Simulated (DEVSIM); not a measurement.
Device: abrupt Si p-n junction, at 250 K.

Layer 1 from the left is Si, thickness (μm) 0.450, Na (cm⁻³) 2.9e16, τn (s) 8.3e-6, τp (s) 8.3e-6. Layer 2 from the left is Si, thickness (μm) 120, Nd (cm⁻³) 9.2e17, τn (s) 8.3e-6, τp (s) 8.3e-6.

Left contact: ohmic. Right contact: ohmic. Voltage is applied to the left contact. Recombination: SRH at mid-gap, radiative. Gap narrowing is on: ΔEg = 6.92 meV × (l + √(l² + 0.5)), l = ln(N/1.3e17 cm⁻³), shared equally by both band edges. Mobility is μmin + (μ − μmin)/(1 + (N/Nref)^α).

Constants are typed, rounded textbook-type inputs, not results; the design itself was drawn at random and stands for no fabricated device. Values at 300 K; Nc and Nv go as T^1.5, mobilities as T to minus their exponent, the gap by Varshni's rule with the affinity fixed.

Si: gap (eV) 1.124, affinity (eV) 4.05, permittivity 11.7, Nc (cm⁻³) 2.86e19, Nv (cm⁻³) 3.1e19, μn (cm²/Vs) 1417, μp (cm²/Vs) 470, μn,min 52, μp,min 45, Nref,n 9.7e16, Nref,p 2.2e17, αn 0.68, αp 0.72, T exponent of μn 2.3, T exponent of μp 2.2, B (cm³/s) 4.7e-15, Varshni α (eV/K) 0.000473, Varshni β (K) 636.

Simulated with DEVSIM: 1D drift-diffusion, Boltzmann statistics, complete ionisation; no tunnelling, impact ionisation, image-force lowering or self-heating.

**Question.** What does the simulation give for the dark forward voltage at 1 A/cm², the dark forward voltage at 100 A/cm², the potential step across the device at zero bias, the largest field in the device at zero bias?

**Answer.** dark forward voltage at 1 A/cm² 0.669 V; dark forward voltage at 100 A/cm² 0.791 V; potential step across the device at zero bias 0.909 V; largest field in the device at zero bias 89000 V/cm.
